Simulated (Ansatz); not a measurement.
Response to strain in MgS

Consider MgS in the rock salt structure (space group Fm-3m, No. 225; a = 5.182 Å). Axes: x, y, z lie along the cube axes.

Strains are applied to the cell and any free atomic positions relax; under biaxial strain the out-of-plane vector relaxes too.

Computed with DFT with PBEsol, PAW potentials and a 420 eV plane-wave cutoff in Ansatz (a quantum-chemistry and plane-wave program), no spin-orbit coupling.

Notes on the quantities. pressure: mean of the normal stresses, compression positive.

```tsv
case	smallest direct gap	pressure	gap character	band gap
base	3.69 eV	0.00 GPa	–	2.73 eV
biaxial strain −3.00 %, plane normal [001], relaxed out of plane	3.92 eV	4.18 GPa	indirect, Γ → X	2.62 eV
biaxial strain −2.50 %, plane normal [001], relaxed out of plane	3.88 eV	3.37 GPa	indirect, Γ → X	2.64 eV
biaxial strain −1.00 %, plane normal [001], relaxed out of plane	?	?	indirect, Γ → X	?
biaxial strain −0.50 %, plane normal [001], relaxed out of plane	3.73 eV	0.59 GPa	indirect, Γ → X	2.71 eV
biaxial strain +0.50 %, plane normal [001], relaxed out of plane	3.62 eV	-0.55 GPa	indirect, Γ → M	2.68 eV
biaxial strain +1.00 %, plane normal [001], relaxed out of plane	3.55 eV	-1.07 GPa	indirect, Γ → M	2.63 eV
biaxial strain +1.50 %, plane normal [001], relaxed out of plane	3.49 eV	-1.56 GPa	indirect, Γ → M	2.58 eV
biaxial strain +2.00 %, plane normal [001], relaxed out of plane	3.42 eV	-2.01 GPa	indirect, Γ → M	2.53 eV
biaxial strain +3.00 %, plane normal [001], relaxed out of plane	3.29 eV	-2.82 GPa	indirect, Γ → M	2.45 eV
```

Q: Complete the table.

A: 
- biaxial strain −1.00 %, plane normal [001], relaxed out of plane, smallest direct gap: 3.76 eV
- biaxial strain −1.00 %, plane normal [001], relaxed out of plane, pressure: 1.22 GPa
- biaxial strain −1.00 %, plane normal [001], relaxed out of plane, band gap: 2.69 eV

Whether these cells are dynamically stable was not tested. Labels are those of the standard path for the cell's own space group.
